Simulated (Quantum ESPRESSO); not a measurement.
Quantum ESPRESSO run on a (110) slab of Mo (cut from a parent of space group no. 229; 3 atoms in the cell): self-consistent single point.

Method: LDA (PZ), GBRV 1.5 ultrasoft (LDA) pseudopotentials (plane waves; Quantum ESPRESSO).

```xyz
3
Lattice="2.7143 0.0000 0.0000 -3.6191 2.5591 0.0000 0.0000 0.0000 18.4325" Properties=species:S:1:pos:R:3 pbc="T T T"
Mo     0.0000     0.0000     7.0000
Mo     0.9048     1.2796     9.2163
Mo     0.0000     0.0000    11.4325
```

Reference input (self-consistent single point, DFT, LDA (PZ), plane waves, GBRV 1.5 ultrasoft (LDA) pseudopotentials): ecutwfc = 40 Ry; ecutrho = 320 Ry; occupations = smearing; smearing = fermi-dirac; degauss = 0.0073499 Ry; potentials = {Mo: mo_lda_v1.uspp.F.UPF}; K_POINTS = automatic 9 9 1 0 0 0; conv_thr = 1e-10 Ry; mixing_beta = 0.3. This run's input differs from it in these lines:

```diff
@@ -13,4 +13,4 @@
   ntyp = 1
-  ecutwfc = 40
-  ecutrho = 320
+  ecutwfc = 48
+  ecutrho = 384
   occupations = 'smearing'
```

Output, abridged:

```
     Self-consistent Calculation

     iteration #  1     ecut=    48.00 Ry     beta= 0.30

---- Real-time Memory Report at c_bands before calling an iterative solver
           393 MiB given to the printing process from OS
           146 MiB allocation reported by mallinfo(arena+hblkhd)
------------------

     negative rho (up, down):  3.348E-04 0.000E+00

     total energy              =    -417.97300636 Ry
     estimated scf accuracy    <       0.95488931 Ry

     iteration #  2     ecut=    48.00 Ry     beta= 0.30

---- Real-time Memory Report at c_bands before calling an iterative solver
   [... lines left out ...]
           521 MiB given to the printing process from OS
           186 MiB allocation reported by mallinfo(arena+hblkhd)
------------------

     negative rho (up, down):  3.371E-04 0.000E+00

     total energy              =    -418.27996474 Ry
     estimated scf accuracy    <          4.2E-10 Ry

     iteration # 18     ecut=    48.00 Ry     beta= 0.30

---- Real-time Memory Report at c_bands before calling an iterative solver
           523 MiB given to the printing process from OS
           186 MiB allocation reported by mallinfo(arena+hblkhd)
------------------

     negative rho (up, down):  3.371E-04 0.000E+00
     End of self-consistent calculation

     the Fermi energy is     4.6517 ev

!    total energy              =    -418.27996474 Ry
     estimated scf accuracy    <          8.7E-11 Ry
     smearing contrib. (-TS)   =      -0.00884638 Ry
     internal energy E=F+TS    =    -418.27111836 Ry

     convergence has been achieved in  18 iterations

     negative rho (up, down):  3.371E-04 0.000E+00

     Forces acting on atoms (cartesian axes, Ry/au):

     atom    1 type  1   force =     0.00000000    0.00000000    0.03544448
     atom    2 type  1   force =     0.00000000    0.00000000    0.00000000
     atom    3 type  1   force =     0.00000000    0.00000000   -0.03544448

     Total force =     0.050126     Total SCF correction =     0.000060

     negative rho (up, down):  3.371E-04 0.000E+00
          total   stress  (Ry/bohr**3)                   (kbar)     P=      -70.63
  -0.00055533   0.00003445   0.00000000          -81.69        5.07        0.00
   0.00003445  -0.00053097   0.00000000            5.07      -78.11        0.00
   0.00000000   0.00000000  -0.00035415            0.00        0.00      -52.10

   JOB DONE.
```

The run converged in 18 iterations. Against the reference run the free energy drops by 10.6 meV/atom and the largest force moves little (0.910 to 0.911 eV/Å).

The starting cell has typed, rounded lattice constants, without a prior relaxation at this level. The slab is cut from that crystal, and its faces are unrelaxed. Its lattice was rescaled by up to half a per cent. Spin polarisation is off.

Cost on one core of a shared machine: roughly 3 min.
